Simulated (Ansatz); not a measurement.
**Hypothetical Im-3m C, response to strain**

The reference is C (space group Im-3m, No. 229; a hypothetical phase, not in the database extracts checked).

```xyz
6
Lattice="-2.1810 2.1810 2.1810 2.1810 -2.1810 2.1810 2.1810 2.1810 -2.1810" Properties=species:S:1:pos:R:3 pbc="T T T"
C      1.0905     0.0000     2.1810
C      2.1810     1.0905     0.0000
C      0.0000     1.0905     2.1810
C      1.0905     2.1810     0.0000
C      2.1810     0.0000     1.0905
C      0.0000     2.1810     1.0905
```

Cartesian axes are those of the cell as printed.

Strains are applied to the cell and any free atomic positions relax; under biaxial strain the out-of-plane vector relaxes too; under stress the whole cell relaxes.

Level of theory: plane-wave PAW DFT at the PBEsol level (Ansatz, a program for electronic structure, 420 eV), without spin-orbit coupling.

Notes on the quantities. energy relative to the base: free energy F.

```tsv
change	volume per atom	energy relative to the base	gap character
base	6.92 Å³	0 meV/atom	–
biaxial strain +0.98 %, plane normal [110], relaxed out of plane	7.03 Å³	+3.5 meV/atom	indirect, T → k = (0.273, -0.273, 0.273) in the run's primitive reciprocal basis
uniaxial strain ε_xx = −4.36 %	6.61 Å³	+34 meV/atom	indirect, M → Γ–Z (58 % along)
uniaxial stress, 2 GPa compression along z	6.90 Å³	+0.1 meV/atom	indirect, M → k = (0.273, 0.273, -0.273) in the run's primitive reciprocal basis
uniaxial stress, 8 GPa compression along x	6.86 Å³	+1.8 meV/atom	indirect, M → Γ–Z (58 % along)
```

Stability under load was not tested beyond the relaxation. k-point labels follow each cell's own Brillouin zone.
